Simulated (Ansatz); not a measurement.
We consider L1₀ (CuAu-type) TiAl, described by PBEsol (PAW; Ansatz, a quantum-chemistry and plane-wave program).

Numerical settings: plane-wave cutoff 520 eV, 20×20×14 k mesh (along the axes of the cell as run), Fermi–Dirac smearing 0.05 eV, no spin polarisation, scalar-relativistic PAW data made under PBE.

Computed points:

| V (Å³/atom) | E − E_lowest (meV/atom) | P (GPa) |
|---|---|---|
| 15.144 | 10.13 | 5.32 |
| 15.460 | 2.45 | 2.53 |
| 15.775 | 0.00 | 0.00 |
| 16.091 | 2.30 | -2.29 |
| 16.406 | 8.89 | -4.37 |

Question: Estimate the bulk modulus and its pressure derivative from these points.

Answer: V0 = 15.775 Å³/atom, B0 = 120 GPa, B′ = 3.9 (fit to the energies at full precision).

Shape and atoms are relaxed at each volume.

Note: the bulk modulus comes from volumes at which shape and atoms were relaxed.

Computed values are for the static lattice.

It cost around 6 core-minutes (rough) of CPU time.
